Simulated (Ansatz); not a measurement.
# Response to strain in MoSi2

Take MoSi₂ (space group I4/mmm, No. 139; relaxed with 0.1 eV smearing) as the base.

```
CELL_PARAMETERS angstrom
     -1.58700     1.58700     3.88936
      1.58700    -1.58700     3.88936
      1.58700     1.58700    -3.88936
ATOMIC_POSITIONS crystal
  Si 0.66479 0.66479 0.00000
  Si 0.33521 0.33521 0.00000
  Mo 0.00000 0.00000 0.00000
```

Cartesian axes are those of the cell as printed.

Strains are applied to the cell and any free atomic positions relax.

Level of theory: LDA, PAW, 420 eV (Ansatz, a quantum-chemistry and plane-wave program; no spin-orbit coupling).

Notes on the quantities. energy relative to the base: free energy F.

```csv
uniaxial strain ε_zz (%),energy relative to the base (meV/atom)
0,0.0
0.5,0.5
1,?
1.5,4.7
2,8.2
2.5,12.5
3,17.8
```

Q: Fit ΔE = Aε² + Bε³ (ε in %) to the rows shown and predict the withheld row.

A: Least squares on the printed values gives A = 2.18 and B = -0.068 meV/atom (largest residual 0.1 meV/atom); this predicts 2.1 meV/atom, and the run gives 2.1 meV/atom, in agreement.

Stability against distortions was not tested. All final runs are without spin polarisation.
